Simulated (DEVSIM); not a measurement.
System: TaN/Al2O3/n-Ge capacitor, at 300 K.

Layer 1 from the left is Al2O3, thickness (nm) 4.50. Layer 2 from the left is Ge, thickness (nm) 2800, Nd (cm⁻³) 4.5e16.

Metal gate on the left, work function 4.4 eV. Fixed charge at the semiconductor interface 1.7e10 cm⁻² (in units of +e); no interface traps.

This is a model device: material constants are rounded textbook-type values typed into the input, and sizes, dopings and lifetimes were drawn at random. Values at 300 K.

Al2O3: gap (eV) 6.8, affinity (eV) 1.35, permittivity 9. Ge: gap (eV) 0.664, affinity (eV) 4, permittivity 16, Nc (cm⁻³) 1.04e19, Nv (cm⁻³) 6e18.

Estimate by hand the flat-band voltage, the threshold voltage, and compare with a numerical solution.


- Flat-band voltage: C = 1.77 μF/cm², work-function difference 0.259 V; VFB = φms − qNf/C = 0.26 V; numerical 0.26 V.
- Threshold voltage: φF = 0.198 V, depletion charge √(4εqNφF) = 9.00e-8 C/cm²; VT = VFB − 2φF − Qd/C = -0.19 V; numerical -0.19 V.

Model (solved in DEVSIM): 1D Poisson equation in equilibrium, Boltzmann statistics, complete ionisation; no quantum confinement or tunnelling. Metal contacts follow the ideal Schottky-Mott rule: no Fermi-level pinning, no interface dipoles.
